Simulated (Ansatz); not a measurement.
Question: Name crystals whose electron conductivity mass lies between 0.52 and 0.81 mₑ and whose band gap lies between 5.7 and 8.9 eV, by Ansatz (an electronic-structure program) with r2SCAN, rigid bands.

Answer: Many crystals can fit; among those computed here:
- Rb₂GeF₆ (P-3m1): 0.64 mₑ, 7.08 eV
- NaF (Fm-3m): 0.58 mₑ, 7.15 eV
- MgF₂ (P4_2/mnm): 0.54 mₑ, 7.98 eV
- CaF2 (Fm-3m): 0.57 mₑ, 8.10 eV
- KF (Fm-3m): 0.55 mₑ, 6.95 eV

Masses are for dilute carriers at 300 K, harmonic means over directions unless an axis is named. Spin-orbit coupling is left out.

Formula and space group known from diffraction (Crystallography Open Database), not checked to be the room-temperature form: Rb2GeF6 (P-3m1).
